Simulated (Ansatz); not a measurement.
The reference is Si in the diamond structure (space group Fd-3m, No. 227; a = 5.470 Å). Axes: x, y, z lie along the cube axes.

The values are results of Ansatz (a first-principles code), PBE, PAW, cutoff 420 eV, no SOC, not measurements.

Perturbation: an isotropic linear strain of −2.50 %, atoms relaxed at fixed cell.

### Question
Predict the stress tensor and what it implies for the stiffness.

### Answer
Stress of the strained cell less that of the base (GPa, compression positive):
```
   7.93    0.00    0.00
   0.00    7.93    0.00
   0.00    0.00    7.93
```

Then B = −ΔP/(ΔV/V₀) with ΔV/V₀ = -0.0731 gives secant stiffness values (nonlinear terms included at this strain): B ≈ 108 GPa.

As a check, the harmonic strain energy −½ V₀ Δσ:ε is 38 meV/atom; the computed energy rise is 35 meV/atom.

No phonon test of stability was made.
